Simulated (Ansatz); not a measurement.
Here is the system:

End structure of a constructed model of the (111)B surface of zinc-blende GaAs, As-terminated, 2x2 Si adatom at T4 (bottom of the slab: 3 H on 4 bottom sites):

```xyz
36
Lattice="8.1256 0.0000 0.0000 -4.0628 7.0370 0.0000 0.0000 0.0000 30.0000" Properties=species:S:1:pos:R:3 pbc="T T T"
Ga     1.9746     1.2056     9.5209
Ga     6.1474     1.2060     9.5132
Ga    -0.0022     4.6286     9.5132
Ga     4.0530     4.6969    10.1169
As    -0.0020     2.3468    10.4609
As     4.0609     2.2764    10.4246
As    -1.9723     5.9004    10.4246
As     1.9620     5.9042    10.4146
Ga     0.0000     2.3457    12.9214
Ga     4.0628     2.3457    12.9214
Ga    -2.0314     5.8641    12.9214
Ga     2.0314     5.8641    12.9214
As     0.0000     0.0000    13.7507
As     4.0628     0.0000    13.7507
As    -2.0314     3.5185    13.7507
As     2.0314     3.5185    13.7507
Ga    -0.0811    -0.0503    16.2329
Ga     4.1438    -0.0467    16.2379
Ga    -2.0347     3.5204    16.2811
Ga     2.0344     3.6139    16.2329
As     2.0304     1.1734    16.6887
As     6.0948     1.1794    17.1788
As    -0.0054     4.6875    17.1788
As     4.0679     4.6884    17.1862
Ga     2.0325     1.1722    19.0499
Ga     6.0936     0.9807    19.7353
Ga     0.1661     4.7879    19.7353
Ga     3.8944     4.7885    19.7400
As     0.1351     2.2677    20.3398
As     3.9269     2.2670    20.3429
As    -2.0312     6.0212    20.3429
As     2.0289     5.8656    20.9042
H      2.0133     1.1833     7.9555
H      6.1094     1.2051     7.9476
H     -0.0204     4.6620     7.9476
Si     2.0307     1.1732    21.6368
```

Model: 36-atom slab, 14.0 Å thick at the start with caps and adatoms (thin: gaps and levels are the slab's own), 3x3x1 mesh, Fermi-Dirac 0.025 eV, dipole correction, single point; on the structure that PBE left under its start's symmetry; spin-polarised, ending with about 1.0 μB a cell; orders that need a larger cell were not tried, no spin-orbit, no U. The program's check for a lower electronic state was not made. In PBE it is, or lies within 0.01 eV a 1x1 cell of, the lowest of the 2 structures of its composition computed so far; subsurface sites and larger cells were not tried.

Q: Estimate the gap of the slab on its k-mesh that r2SCAN, at the PBE geometry and the start's symmetry run with Ansatz (a quantum-chemistry and plane-wave program) returns for this input.

A: 0.29 eV

Q: Give the highest filled level below the top vacuum level at the level r2SCAN, at the PBE geometry and the start's symmetry.

A: 5.20 eV
